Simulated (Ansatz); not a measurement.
Take TiN in the rock salt structure (space group Fm-3m, No. 225; a = 4.204 Å) as the base. Axes: x, y, z lie along the cube axes.

Calculations: PBEsol (Ansatz, an electronic-structure program), spin-orbit coupling left out.

Strains are applied to the cell and any free atomic positions relax; under biaxial strain the out-of-plane vector relaxes too.

One change was made to it. Results:

The energy goes up by 14 meV/atom; the pressure (mean of the normal stresses, compression positive) goes from zero to -4.6 GPa.

Problem. Name the change that was made.
A) strain tensor (xx, yy, zz, yz, xz, xy) = (+0.31, −0.33, +0.40, −0.90, +0.17, −0.27) %
B) biaxial strain −2.42 %, plane normal [001], relaxed out of plane
C) strain tensor (xx, yy, zz, yz, xz, xy) = (−1.62, +1.87, +1.63, +0.05, −0.31, +0.26) %

Solution. C, strain tensor (xx, yy, zz, yz, xz, xy) = (−1.62, +1.87, +1.63, +0.05, −0.31, +0.26) %. For comparison, the energy relative to the base in the other runs: strain tensor (xx, yy, zz, yz, xz, xy) = (+0.31, −0.33, +0.40, −0.90, +0.17, −0.27) % gives +2.4 meV/atom; biaxial strain −2.42 %, plane normal [001], relaxed out of plane gives +27 meV/atom.

Without a gap, meshes like the base's 19×19×19 leave anisotropic stresses uncertain by several tenths of a GPa, and small strain energies with them. Stability against distortions was not tested. All final runs are without spin polarisation. An odd electron count without spin: TiN.
